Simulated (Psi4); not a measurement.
Psi4 1.11, B3LYP/def2-svpd: Se(GeH3)2 ([GeH3][Se][GeH3]), 9 atoms. The geometry is a generated start, not checked to be a minimum at this level.

```
Property                              Value
--------------------------  ---------------
task                                 energy
method                                b3lyp
basis                             def2-svpd
memory                                 3 GB
maxiter                                 100
keys of the molecule block      symmetry c1
scf_type                       df (default)
e_convergence               1e-06 (default)
d_convergence               1e-06 (default)
dft_radial_points              75 (default)
dft_spherical_points          302 (default)
basis functions                         165
grid points                          196093
```

```xyz
9

Se     0.0719     0.0277     1.5703
Ge     0.7181    -1.6126     0.0461
H      0.2496    -2.9481     0.5400
H      0.1437    -1.3659    -1.3207
H      2.2163    -1.6554    -0.0808
Ge    -0.7159     1.6118     0.0573
H     -0.6436     2.9510     0.7274
H      0.1044     1.6441    -1.2036
H     -2.1446     1.3472    -0.3360
```

With the defaults (diis = true, scf_initial_accelerator = adiis, damping_percentage = 0, diis_start = 1, soscf = false, soscf_start_convergence = 0.01, guess = auto, which took SAD, diis_max_vecs = 10) it converges in 9 SCF iterations. One run each on 2 threads, with these changes:
- diis_max_vecs = 6
- soscf = true
- guess = huckel
- guess = core
- diis = false, scf_initial_accelerator = none, damping_percentage = 60
- soscf = true, soscf_start_convergence = 0.001
- soscf = true, soscf_start_convergence = 0.1
- diis_start = 4
- diis_max_vecs = 20

**Question.** Which of these changes keep the SCF from converging, or lead it to another solution?

**Answer.** No convergence: diis = false, scf_initial_accelerator = none, damping_percentage = 60 (the run ends without SCF convergence in 100 iterations). The rest reach the solution of the defaults.

```csv
setting,SCF iterations,JK calls,end
"soscf = true, soscf_start_convergence = 0.1",6,22,same solution
soscf = true,7,23,same solution
"soscf = true, soscf_start_convergence = 0.001",8,19,same solution
the defaults,9,10,same solution
guess = huckel,9,28,same solution
diis_max_vecs = 20,9,10,same solution
diis_max_vecs = 6,9,10,same solution
guess = core,13,13,same solution
diis_start = 4,17,18,same solution
"diis = false, scf_initial_accelerator = none, damping_percentage = 60",100,101,no convergence
```

An SOSCF iteration holds several JK calls; a Hückel guess adds calls on atoms. 1 further run of the study ended by our limits or in an error and is left out.
